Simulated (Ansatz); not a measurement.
Defect migration in hcp Ru: Re-vacancy pair (Re on one host Ru site, one Ru site vacant), neutral cell. The step: Re and the vacancy change places (Re-vacancy distance between ideal sites 2.72 Å throughout); the atom moves 2.75 Å along (-1.01, 0.00, 0.00) of the unit cell; the moving atom starts with neighbours 6 Ru at 2.66, Ru at 2.69, 2 Ru at 2.72, 2 Ru at 2.73 Å and ends with 6 Ru at 2.66, Ru at 2.69, 2 Ru at 2.72, 2 Ru at 2.73 Å. A PBE band in Ansatz (plane-wave PAW, a 2×2×2 k-point mesh shifted by half a step along c, 36 host sites, 27 SCF runs with any check of the saddle's order, static, no finite-size correction) gives a forward barrier of 2.74 eV. The saddle point's order was not checked, and it lies on a symmetry element of the cell, where a band can be held. Forms of the defect that were not tried may lie lower. The order of the sites in energy changes with the mesh.

Single points at the band's start and saddle point can refine it. Rough cost of one point, in units of the band's mean SCF on the same machine:

```json
[
 {"Level": "PBE, a 4×4×4 k-point mesh shifted by half a step along c", "Cost of one point": "about 7"},
 {"Level": "r2SCAN at 500 eV, a 2×2×2 k-point mesh shifted by half a step along c", "Cost of one point": "about 2"}
]
```

**Question.** Which of these move the barrier by more than 0.1 eV, and how far does each move it?

**Answer.** PBE, a 4×4×4 k-point mesh shifted by half a step along c: -0.21 eV; r2SCAN at 500 eV, a 2×2×2 k-point mesh shifted by half a step along c: +0.08 eV. Each functional is compared with PBE at the same k-points.

Ansatz is a quantum-chemistry and plane-wave program.
